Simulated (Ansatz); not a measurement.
## Effective masses and thermopower of Si$_{3}$N$_{4}$ (P6_3/m)

Input:

```yaml
crystal:
  lattice:
    - [7.62479, 0.00000, 0.00000]
    - [-3.81239, 6.60326, 0.00000]
    - [0.00000, 0.00000, 2.91038]
  atoms:
    - { symbol: Si, position: [0.23243, 0.82605, 0.75000] }
    - { symbol: Si, position: [0.76757, 0.17395, 0.25000] }
    - { symbol: Si, position: [0.40638, 0.23243, 0.25000] }
    - { symbol: Si, position: [0.59362, 0.76757, 0.75000] }
    - { symbol: Si, position: [0.17395, 0.40638, 0.75000] }
    - { symbol: Si, position: [0.82605, 0.59362, 0.25000] }
    - { symbol: N, position: [0.33333, 0.66667, 0.75000] }
    - { symbol: N, position: [0.66667, 0.33333, 0.25000] }
    - { symbol: N, position: [0.97037, 0.67000, 0.75000] }
    - { symbol: N, position: [0.02963, 0.33000, 0.25000] }
    - { symbol: N, position: [0.30038, 0.97037, 0.25000] }
    - { symbol: N, position: [0.69962, 0.02963, 0.75000] }
    - { symbol: N, position: [0.33000, 0.30038, 0.75000] }
    - { symbol: N, position: [0.67000, 0.69962, 0.25000] }
```

Method: r2SCAN, rigid bands (plane waves, PAW, scalar-relativistic; Ansatz, an electronic-structure program). Condition of this run: functional r2SCAN on the same cell. How the cell was made: cell and atoms relaxed with PBEsol.

```
Item                                                                                                                                                              Result
---------------------------------------------------------------------------------------------------------------------------------------  -------------------------------
band gap                                                                                                                                                         4.98 eV
electron conductivity mass (300 K, dilute)                                                                                               1.47 (x), 1.47 (y), 0.22 (z) mₑ
hole conductivity mass (300 K, dilute)                                                                                                   0.91 (x), 0.91 (y), 1.85 (z) mₑ
effective density of states N_c (300 K)                                                                                                                      1.7e19 cm⁻³
effective density of states N_v (300 K)                                                                                                                      5.9e19 cm⁻³
density-of-states mass, electrons                                                                                                                                0.77 mₑ
density-of-states mass, holes                                                                                                                                    1.78 mₑ
Seebeck coefficient, n-type 1e19 cm⁻³, 300 K                                                                                                                   -264 μV/K
Seebeck coefficient, p-type 1e19 cm⁻³, 300 K                                                                                                                    366 μV/K
best p-type power factor at 300 K for τ = 10 fs (best axis; densities from 1e16 to 1e21 cm⁻³ tried, whether or not they can be reached)      9.7 μW/(cm·K²) at 3e20 cm⁻³
```

Rigid bands; masses and Seebeck coefficients take one relaxation time τ for all states and one kind of carrier; polarons and phonon drag are left out. Spin-orbit coupling is left out; where it splits the top of the valence band, N_v and the p-type Seebeck coefficient come out somewhat high without it. Geometry: cell and atoms relaxed with PBEsol.
